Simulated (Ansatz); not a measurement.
Take MgTe in the wurtzite structure (space group P6_3mc, No. 186) as the base.

```xyz
4
Lattice="4.6085 0.0000 0.0000 -2.3042 3.9910 0.0000 0.0000 0.0000 7.5007" Properties=species:S:1:pos:R:3 pbc="T T T"
Mg     2.3042     1.3303     0.0061
Mg     0.0000     2.6607     3.7564
Te     2.3042     1.3303     4.6834
Te     0.0000     2.6607     0.9330
```

Cartesian axes are those of the cell as printed.

Computed with PBE (Ansatz, an electronic-structure program), no spin-orbit coupling.

The change: an isotropic linear strain of +0.45 %, atoms relaxed at fixed cell.

Task: Predict the stress tensor and what it implies for the stiffness.

Result: Stress of the strained cell less that of the base (GPa, compression positive):
```
  -0.44    0.00    0.00
   0.00   -0.44    0.00
   0.00    0.00   -0.44
```

Then B = −ΔP/(ΔV/V₀) with ΔV/V₀ = 0.0136 gives secant stiffness values (nonlinear terms included at this strain): B (at held cell shape, above the free-shape value) ≈ 33 GPa.

Whether these cells are dynamically stable was not tested.
